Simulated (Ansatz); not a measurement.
## Habitual settings against a tight run: TiW (Cmmm, 2 atoms in the cell)

Self-consistent single point.

```
CELL_PARAMETERS angstrom
      1.63134    -2.30784     0.00000
      1.63134     2.30784     0.00000
      0.00000     0.00000     4.57357
ATOMIC_POSITIONS crystal
  Ti 0.00000 0.00000 0.00000
  W  0.50000 0.50000 0.50000
```

Method: LDA (PW92), default PAW files made with PBE (plane waves; Ansatz, a quantum-chemistry and plane-wave program).

Base settings: basis.ecutwfc = 420 eV; kpoints.mp_grid.grid = 8 8 5; hamiltonian.xc = lda; hamiltonian.pseudopotentials = {kind: paw} (the program's default PAW files); scf.occupations.method = gaussian; scf.occupations.width = 0.05 eV.

Tight run (finer mesh or higher cutoff; not a proven limit): basis.ecutwfc: 420 eV → 590 eV; kpoints.mp_grid.grid: 8 8 5 → 11 11 7; scf.convergence.dr2_threshold: default (1e-07 eV) → 1e-09 eV. It gave Fermi level (on the code's own zero) 16.21 eV; pressure -21.33 GPa.

Quick runs, as changes from the base:
- A: the base itself
- B: basis.ecutwfc: 420 eV → 210 eV; kpoints.mp_grid.grid: 8 8 5 → 8 8 8; scf.occupations.width: 0.05 eV → 0.5 eV; kpoints.mp_grid.shift: default → 0.5 0.5 0.5
- C: basis.ecutwfc: 420 eV → 250 eV; kpoints.mp_grid.grid: 8 8 5 → 6 6 6; hamiltonian.xc: lda → pbesol; scf.convergence.dr2_threshold: default (1e-07 eV) → 0.0001 eV [PBEsol]
- D: basis.ecutwfc: 420 eV → 335 eV; kpoints.mp_grid.grid: 8 8 5 → 2 2 2; kpoints.mp_grid.shift: default → 0.5 0.5 0.5
- E: basis.ecutwfc: 420 eV → 210 eV; kpoints.mp_grid.grid: 8 8 5 → 4 4 4
- F: basis.ecutwfc: 420 eV → 295 eV; kpoints.mp_grid.grid: 8 8 5 → 8 8 8

Energies are extrapolated to zero smearing width, which holds to low order in the width alone.

Dashes: energy of C, another energy zero.

† marks runs with another functional, U, potentials or spin treatment: their distance from the tight run is not a convergence error alone.

The count of work is k-points × plane waves × bands × iterations; it is no time. 

Pressures in the table are Ansatz's without its Pulay estimate, at a fixed set of plane waves; the tight run's value above holds the estimate.

The starting cell comes from a database of computed structures (which also holds hypothetical and non-ambient phases and stackings), without a prior relaxation at this level. Its lattice was rescaled by a random factor within 2.5 % of one. Spin polarisation is off. In the base run, with a pressure of about -21 GPa the cell is away from its equilibrium volume at this level.

```tsv
run	energy less tight (meV/atom)	pressure less tight (GPa)	count of work / tight
A	8.1	0.00	0.19
B	3308.5	-144.09	0.12
C†	–	-39.87	0.073
D	726.7	9.52	0.0051
E	3229.1	-144.13	0.029
F	132.7	-10.74	0.23
```

Among the runs at the tight run's level, the energy misses run from 8.1 to 3308.5 meV/atom.

Keys are those of Ansatz 0.2.
